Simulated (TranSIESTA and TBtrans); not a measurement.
Junction: Cu point contact of 3 atoms in a row between two rods, one bond stretched by the factor 1.5. Leads: fcc Cu rod along [100], layers of 5 and 4 atoms, a = 3.63 Å. Geometry: as built, not relaxed. Transport runs along z; the first 18 and the last 18 of the 70 atoms are the lead cells, repeated to infinity.

```xyz
70
Lattice="13.634 0.000 0.000 0.000 13.634 0.000 0.000 0.000 34.944" Properties=species:S:1:pos:R:3 pbc="F F T"
Cu     6.817     6.817     0.000
Cu     9.384     6.817     0.000
Cu     6.817     9.384     0.000
Cu     4.250     6.817     0.000
Cu     6.817     4.250     0.000
Cu     8.100     8.100     1.815
Cu     5.533     8.100     1.815
Cu     8.100     5.533     1.815
Cu     5.533     5.533     1.815
Cu     6.817     6.817     3.630
Cu     9.384     6.817     3.630
Cu     6.817     9.384     3.630
Cu     4.250     6.817     3.630
Cu     6.817     4.250     3.630
Cu     8.100     8.100     5.445
Cu     5.533     8.100     5.445
Cu     8.100     5.533     5.445
Cu     5.533     5.533     5.445
Cu     6.817     6.817     7.260
Cu     9.384     6.817     7.260
Cu     6.817     9.384     7.260
Cu     4.250     6.817     7.260
Cu     6.817     4.250     7.260
Cu     8.100     8.100     9.075
Cu     5.533     8.100     9.075
Cu     8.100     5.533     9.075
Cu     5.533     5.533     9.075
Cu     6.817     6.817    10.890
Cu     9.384     6.817    10.890
Cu     6.817     9.384    10.890
Cu     4.250     6.817    10.890
Cu     6.817     4.250    10.890
Cu     8.100     8.100    12.705
Cu     5.533     8.100    12.705
Cu     8.100     5.533    12.705
Cu     5.533     5.533    12.705
Cu     6.817     6.817    14.520
Cu     6.817     6.817    16.881
Cu     6.817     6.817    20.424
Cu     8.100     8.100    22.239
Cu     5.533     8.100    22.239
Cu     8.100     5.533    22.239
Cu     5.533     5.533    22.239
Cu     6.817     6.817    24.054
Cu     9.384     6.817    24.054
Cu     6.817     9.384    24.054
Cu     4.250     6.817    24.054
Cu     6.817     4.250    24.054
Cu     8.100     8.100    25.869
Cu     5.533     8.100    25.869
Cu     8.100     5.533    25.869
Cu     5.533     5.533    25.869
Cu     6.817     6.817    27.684
Cu     9.384     6.817    27.684
Cu     6.817     9.384    27.684
Cu     4.250     6.817    27.684
Cu     6.817     4.250    27.684
Cu     8.100     8.100    29.499
Cu     5.533     8.100    29.499
Cu     8.100     5.533    29.499
Cu     5.533     5.533    29.499
Cu     6.817     6.817    31.314
Cu     9.384     6.817    31.314
Cu     6.817     9.384    31.314
Cu     4.250     6.817    31.314
Cu     6.817     4.250    31.314
Cu     8.100     8.100    33.129
Cu     5.533     8.100    33.129
Cu     8.100     5.533    33.129
Cu     5.533     5.533    33.129
```

Run with TranSIESTA and TBtrans (open boundaries, self-consistent; PseudoDojo norm-conserving potentials, scalar-relativistic): PAO.BasisSize SZP, PAO.EnergyShift 0.15 eV, XC.Authors PBE, Mesh.Cutoff 150 Ry, ElectronicTemperature 300 K, TS.Voltage 0.0 eV, TBT.Elecs.Eta 0.001 eV, no spin polarisation.

Energies count from the leads' Fermi level. Transmissions are for one spin of a degenerate pair. The energy step is 0.02 eV; narrower resonances are cut or missed.

| E (eV) | T |
|---|---|
| -0.20 | 0.386 |
| -0.16 | 0.690 |
| -0.12 | 0.552 |
| -0.08 | 0.591 |
| -0.04 | 0.623 |
| 0.00 | 0.648 |
| 0.04 | 0.675 |
| 0.08 | 0.688 |
| 0.12 | 0.688 |
| 0.16 | 0.681 |
| 0.20 | 0.669 |

Give the zero-bias conductance in μS and the resistance at 300 K.

At the Fermi level T = 0.648. Averaged with −∂f/∂E over the full grid (kT = 25.9 meV) it is 0.646. With G0 = 2e²/h = 77.48 μS, G = 50.1 μS and R = 1/G = 20.0 kΩ.

Estimate the thermopower by Mott's formula S = −(π²/3)(kB²T/e) d ln T/dE from the rows at -0.04 and 0.04 eV.

d ln T/dE = 1.00 eV⁻¹ and (π²/3) kB²T/e = 7.33 μV/K · eV, so S = -7.3 μV/K; the full integral gives -6.6 μV/K. A negative sign means that T rises with energy over the thermal window.

The eigenchannels at the Fermi level transmit 0.640, 0.00368, 0.00368. What Fano factor of the shot noise follows at low temperature and bias?

F = Σ τ(1 − τ)/Σ τ = 0.238/0.647 = 0.37.

The leads' channel count changes near 0.01 eV, within the thermal window, so values at the Fermi level hang on where that band edge falls.
